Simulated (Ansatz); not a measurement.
## Ge: response to strain

The reference is Ge in the diamond structure (space group Fd-3m, No. 227; a = 5.675 Å). Axes: x, y, z lie along the cube axes.

Strains are applied to the cell and any free atomic positions relax; under biaxial strain the out-of-plane vector relaxes too.

Computed with r2SCAN, PAW, 500 eV (Ansatz, a program for electronic structure; spin-orbit coupling left out).

Notes on the quantities. energy relative to the base: free energy F.

| variant | band gap | volume per atom | energy relative to the base |
|---|---|---|---|
| base | 0.36 eV | 22.84 Å³ | 0 meV/atom |
| biaxial strain +1.04 %, plane normal [001], relaxed out of plane | 0.13 eV | ___ | +2.1 meV/atom |
| biaxial strain +1.53 %, plane normal [001], relaxed out of plane | zero | 23.30 Å³ | ___ |
| biaxial strain +0.76 %, plane normal [110], relaxed out of plane | 0.18 eV | ___ | +1.4 meV/atom |
| biaxial strain +3.67 %, plane normal [110], relaxed out of plane | zero | 24.25 Å³ | +30 meV/atom |
| biaxial strain −2.08 %, plane normal [111], relaxed out of plane | 0.35 eV | 22.06 Å³ | +12 meV/atom |
| biaxial strain +1.59 %, plane normal [111], relaxed out of plane | zero | 23.45 Å³ | ___ |
| isotropic strain −0.27 % | 0.44 eV | 22.66 Å³ | +0.3 meV/atom |
| uniaxial strain ε_xx = +4.28 % | zero | 23.82 Å³ | +16 meV/atom |
| uniaxial strain ε_yy = −3.65 % | 0.29 eV | 22.01 Å³ | +12 meV/atom |

Q: Complete the table.

A: 
- biaxial strain +1.04 %, plane normal [001], relaxed out of plane, volume per atom: 23.15 Å³
- biaxial strain +1.53 %, plane normal [001], relaxed out of plane, energy relative to the base: +4.4 meV/atom
- biaxial strain +0.76 %, plane normal [110], relaxed out of plane, volume per atom: 23.13 Å³
- biaxial strain +1.59 %, plane normal [111], relaxed out of plane, energy relative to the base: +6.1 meV/atom

A biaxial case was relaxed in a doubled cell and then solved in the primitive one. A case with no gap was solved on a k-mesh chosen for an insulator, which is coarse for it. No phonon test of stability was made. Gaps under 0.05 eV, about the width of the smearing, are given as zero. The zero or small gap of Ge under biaxial strain +1.04 %, plane normal [001], relaxed out of plane, Ge under biaxial strain +1.53 %, plane normal [001], relaxed out of plane, Ge under biaxial strain +0.76 %, plane normal [110], relaxed out of plane and Ge under biaxial strain +3.67 %, plane normal [110], relaxed out of plane can change with the level of theory.
